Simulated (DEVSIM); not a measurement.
Structure: Schottky contact on n-type β-Ga2O3, at 400 K.

```csv
layer (left to right),material,thickness (μm),Nd (cm⁻³),τn (s),τp (s)
1,β-Ga2O3,7.50,1.3e15,1e-8,1e-8
```

Left contact: Schottky, work function 4.98 eV, emission velocity 8.2e6 cm/s. Right contact: ohmic. Voltage is applied to the left contact. Recombination: SRH at mid-gap, radiative, Auger. Mobility is constant in doping. Where it depends on doping, it is μmin + (μ − μmin)/(1 + (N/Nref)^α).

Constants are typed, rounded textbook-type inputs, not results; the design itself was drawn at random and stands for no fabricated device. Values at 300 K; Nc and Nv go as T^1.5, mobilities as T to minus their exponent, the gap by Varshni's rule with the affinity fixed. The table also holds parameters that only a changed run uses.

```csv
parameter,β-Ga2O3
gap (eV),4.8
affinity (eV),4
permittivity,10
Nc (cm⁻³),3.7e18
Nv (cm⁻³),5e20
μn (cm²/Vs),160
μp (cm²/Vs),1
"μn,min",20
"μp,min",0.1
"Nref,n",1e18
"Nref,p",1e18
αn,0.8
αp,0.8
T exponent of μn,1.8
T exponent of μp,1.5
B (cm³/s),1e-12
Cn (cm⁶/s),1e-31
Cp (cm⁶/s),1e-31
Varshni α (eV/K),0.0004
Varshni β (K),600
```

Model (solved in DEVSIM): 1D drift-diffusion, Boltzmann statistics, complete ionisation; no tunnelling, impact ionisation, image-force lowering or self-heating. Metal contacts follow the ideal Schottky-Mott rule: no Fermi-level pinning, no interface dipoles.

Base results: potential step across the device at zero bias (V) 0.691; dark forward voltage at 1 A/cm² (V) 0.564; largest field in the device at zero bias (V/cm) 18000.

Q: What follows from this one change: metal work function 4.98 → 5.08 eV?

A: potential step across the device at zero bias 0.691 → 0.791 V; dark forward voltage at 1 A/cm² 0.564 → 0.664 V; largest field in the device at zero bias little changed (19000 V/cm).

Q: What follows from this one change: doping Nd of layer 1 1.3e+15 → 3.9e+15 cm^-3?

A: potential step across the device at zero bias 0.691 → 0.729 V; dark forward voltage at 1 A/cm² 0.564 → 0.515 V; largest field in the device at zero bias 18000 → 31000 V/cm.

Q: What follows from this one change: temperature 400 → 350 K?

A: potential step across the device at zero bias 0.691 → 0.733 V; dark forward voltage at 1 A/cm² 0.564 → 0.613 V; largest field in the device at zero bias little changed (18000 V/cm).

Q: What follows from this one change: thickness of layer 1 7.5 → 13 μm?

A: potential step across the device at zero bias little changed (0.691 V); dark forward voltage at 1 A/cm² 0.564 → 0.591 V; largest field in the device at zero bias little changed (18000 V/cm).
